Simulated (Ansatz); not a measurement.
free sheet of monolayer 1T HfS2: Hf16S32, 3 atomic planes, area 185 Å², cell height 15.9 Å with vacuum; both faces free, started from the relaxed sheet, in-plane cell fixed at 1.000 times the relaxed lattice. These are PBE (plane waves, PAW; Ansatz, a first-principles code) values and carry that method's errors. Mean temperature 526 K, 9.1 ps sampled after 3.6 ps of Langevin dynamics; k-points: Γ only; no spin polarisation or spin-orbit coupling.

A denser in-plane k-mesh moves the forces of one frame by 0.05 eV/Å rms. Bonds are counted up to Hf-S 3.07 Å; heights count from the centre of mass.

Task: What happens at the sheet: give the outer plane spacing; normal motion of the outer planes over that of the middle; in-plane diffusion; coordination in the top plane; mean vibrational (phonon) frequency.

Result: 
| Quantity | Result |
|---|---|
| outer plane spacing | 1.45 Å against 1.45 Å at the start (+1 %) |
| normal motion of the outer planes over that of the middle | 0.7 |
| in-plane diffusion | none seen within 9.1 ps |
| coordination in the top plane | 3-fold 100 % |
| mean vibrational (phonon) frequency | 6.0 THz |
